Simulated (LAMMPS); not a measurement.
Fault surfaces of Cu (fcc) on several planes, rigid shifts with relaxation along the normal.

Computed with classical force field (static), pair style eam/fs, file CuZr_mm.eam.fs (LAMMPS).

```
plane  largest on the first line  largest on the surface  first line along
-----  -------------------------  ----------------------  ----------------
(001)                 1010 mJ/m²              1410 mJ/m²            [1-10]
(110)                 1440 mJ/m²              1880 mJ/m²             [001]
(111)                  681 mJ/m²              1190 mJ/m²            [1-10]
```
